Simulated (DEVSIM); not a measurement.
Structure: Schottky contact on n-type Si, at 300 K.

Layer 1 from the left is Si, thickness (μm) 5.90, Nd (cm⁻³) 1.7e17, τn (s) 8.8e-7, τp (s) 8.8e-7.

Left contact: Schottky, work function 4.88 eV, emission velocity 7.7e6 cm/s. Right contact: ohmic. Voltage is applied to the left contact. Recombination: SRH at mid-gap. Mobility is constant in doping.

This is a model device: material constants are rounded textbook-type values typed into the input, and sizes, dopings and lifetimes were drawn at random. Values at 300 K.

Si: gap (eV) 1.124, affinity (eV) 4.05, permittivity 11.7, Nc (cm⁻³) 2.86e19, Nv (cm⁻³) 3.1e19, μn (cm²/Vs) 1417, μp (cm²/Vs) 470.

Simulated with DEVSIM: 1D drift-diffusion, Boltzmann statistics, complete ionisation; no tunnelling, impact ionisation, image-force lowering or self-heating. Metal contacts follow the ideal Schottky-Mott rule: no Fermi-level pinning, no interface dipoles.

What does the simulation give for the largest field in the device at zero bias, the dark forward voltage at 100 A/cm², the potential step across the device at zero bias?

largest field in the device at zero bias 190000 V/cm; dark forward voltage at 100 A/cm² 0.503 V; potential step across the device at zero bias 0.697 V.
